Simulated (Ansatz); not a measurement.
What isotropic strain +2.95 % does to InSe

Consider InSe in the beta-GaS type structure (space group P6_3/mmc, No. 194; a = 4.016 Å, c = 16.926 Å; layered, stacked along the Cartesian z axis).

The change: an isotropic linear strain of +2.95 %, atoms relaxed at fixed cell.

Calculations: r2SCAN+rVV10 in Ansatz (plane waves to 500 eV, PAW, scalar-relativistic without spin-orbit coupling), earlier PAW set. k-mesh 10×10×2 (Γ-centred); smearing 0.05 eV (Fermi–Dirac).

```json
[
 {"quantity": "volume per atom", "base": "29.56 Å³", "changed": "32.25 Å³", "shift": "+2.69 Å³"},
 {"quantity": "space group", "base": "P6_3/mmc (No. 194)", "changed": "P6_3/mmc (No. 194)", "shift": "–"},
 {"quantity": "shortest interatomic distance", "base": "2.643 Å", "changed": "2.678 Å", "shift": "+0.0345 Å"},
 {"quantity": "energy relative to the base (free energy F)", "base": "0 meV/atom", "changed": "+19 meV/atom", "shift": "+19 meV/atom"},
 {"quantity": "pressure (mean of the normal stresses, compression positive)", "base": "0.00 GPa", "changed": "-2.04 GPa", "shift": "-2.04 GPa"},
 {"quantity": "band gap", "base": "0.85 eV", "changed": "0.57 eV", "shift": "-0.28 eV"},
 {"quantity": "gap character", "base": "direct at Γ", "changed": "direct at Γ", "shift": "–"},
 {"quantity": "mean gap deformation potential ΔEg/Δln V", "base": "–", "changed": "-3.2 eV", "shift": "–"},
 {"quantity": "electron mass", "base": "0.085 mₑ along c, 0.14 mₑ across (at Γ)", "changed": "0.086 mₑ along c, 0.14 mₑ across (at Γ)", "shift": "–"},
 {"quantity": "valence-band top at Γ (three highest levels, from the VBM)", "base": "0.00, -1.16, -1.16 eV", "changed": "0.00, -1.15, -1.33 eV", "shift": "–"},
 {"quantity": "valley order (the lowest conduction-band minima on the path, energy above the VBM, named in the base's zone)", "base": "Γ 0.85 eV; M (1/2, 0, 0) 1.50 eV; K (1/3, 1/3, 0) 1.74 eV", "changed": "Γ 0.57 eV; M (1/2, 0, 0) 1.59 eV; K (1/3, 1/3, 0) 2.04 eV", "shift": "–"},
 {"quantity": "largest internal atomic displacement", "base": "–", "changed": "0.123 Å", "shift": "–"}
]
```

Final structure:

```
CELL_PARAMETERS angstrom
      4.13472     0.00000     0.00000
     -2.06736     3.58077     0.00000
      0.00000     0.00000    17.42583
ATOMIC_POSITIONS crystal
  In 0.33333 0.66667 0.66939
  In 0.66667 0.33333 0.16939
  In 0.66667 0.33333 0.33061
  In 0.33333 0.66667 0.83061
  Se 0.33333 0.66667 0.09976
  Se 0.66667 0.33333 0.59976
  Se 0.66667 0.33333 0.90024
  Se 0.33333 0.66667 0.40024
```

Masses are band curvatures over ±0.01 Å⁻¹ around the edge. No phonon test of stability was made.

Ansatz is an electronic-structure program.
